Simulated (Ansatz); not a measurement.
## Cu3N, pressure series

Base system: Cu$_{3}$N (space group Pm-3m, No. 221).

```yaml
crystal:
  lattice:
    - [3.82686, 0.00000, 0.00000]
    - [0.00000, 3.82686, 0.00000]
    - [0.00000, 0.00000, 3.82686]
  atoms:
    - { symbol: Cu, position: [0.50000, 0.00000, 0.00000] }
    - { symbol: Cu, position: [0.00000, 0.50000, 0.00000] }
    - { symbol: Cu, position: [0.00000, 0.00000, 0.50000] }
    - { symbol: N, position: [0.00000, 0.00000, 0.00000] }
```

Cell and atoms are relaxed at each pressure.

Level of theory: PBE, PAW, 420 eV (Ansatz, a first-principles code; no spin-orbit coupling).

```json
[
 {"change": "base", "band gap": "0.22 eV", "density": "6.06 g/cm³"},
 {"change": "pressure −2 GPa", "band gap": "0.28 eV", "density": "5.96 g/cm³"},
 {"change": "pressure −1 GPa", "band gap": "0.25 eV", "density": "(withheld)"},
 {"change": "pressure 0.9 GPa", "band gap": "(withheld)", "density": "6.11 g/cm³"},
 {"change": "pressure 9 GPa", "band gap": "zero", "density": "6.48 g/cm³"},
 {"change": "pressure 15 GPa", "band gap": "zero", "density": "6.71 g/cm³"},
 {"change": "pressure 22.5 GPa", "band gap": "zero", "density": "(withheld)"},
 {"change": "pressure 30 GPa", "band gap": "zero", "density": "(withheld)"}
]
```

**Question.** Fill in the withheld entries from the trend.

**Answer.** 
- pressure −1 GPa, density: 6.01 g/cm³
- pressure 0.9 GPa, band gap: 0.20 eV
- pressure 22.5 GPa, density: 6.97 g/cm³
- pressure 30 GPa, density: 7.20 g/cm³

A case with no gap was solved on a k-mesh chosen for an insulator, which is coarse for it. Load acts through the strain it causes; cell and atoms are relaxed under it. No phonon test of stability was made. Competing high-pressure phases were not computed. The final runs are not spin-polarised. A zero or small gap of Cu3N can be the functional's error rather than a property of the material.
